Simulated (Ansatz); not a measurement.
Ge2Sb2Te5 (P-3m1, No. 164, 9 atoms in the cell; start mp-1224375), treated with PBE0 (Ansatz, a first-principles code, plane waves, PAW).

Settings: plane-wave cutoff 460 eV, 6×6×2 k mesh (along the axes of the cell as run), Fermi–Dirac smearing 0.01 eV, scalar-relativistic PAW data made under PBE.

Cell (relaxed with PBE-D3(BJ)):

```cif
data_Ge2Sb2Te5
_chemical_formula_sum 'Ge2 Sb2 Te5'
_space_group_name_H-M_alt 'P 1'
_space_group_IT_number 1
_cell_length_a 4.23288
_cell_length_b 4.23288
_cell_length_c 16.83203
_cell_angle_alpha 90.000
_cell_angle_beta 90.000
_cell_angle_gamma 120.000
loop_
_space_group_symop_operation_xyz
  'x, y, z'
loop_
_atom_site_label
_atom_site_type_symbol
_atom_site_fract_x
_atom_site_fract_y
_atom_site_fract_z
_atom_site_occupancy
Ge1 Ge 0.33333 0.66667 0.89906 1
Ge2 Ge 0.66667 0.33333 0.10094 1
Sb1 Sb 0.00000 0.00000 0.68137 1
Sb2 Sb 0.00000 0.00000 0.31863 1
Te1 Te 0.00000 0.00000 0.00000 1
Te2 Te 0.66667 0.33333 0.80044 1
Te3 Te 0.33333 0.66667 0.19956 1
Te4 Te 0.33333 0.66667 0.57871 1
Te5 Te 0.66667 0.33333 0.42129 1
```

Estimate the band gap that the calculation returns.


- band gap = 0.74 eV (on the SCF k mesh)

Note: cell and atoms aren't relaxed at this level (largest force component 0.46 eV/Å, pressure 1.0 GPa).

Spin–orbit coupling is not included; with these elements it can move the gap by several tenths of an eV or more.

A start named mp-… is a Materials Project structure, which need not be a measured phase.
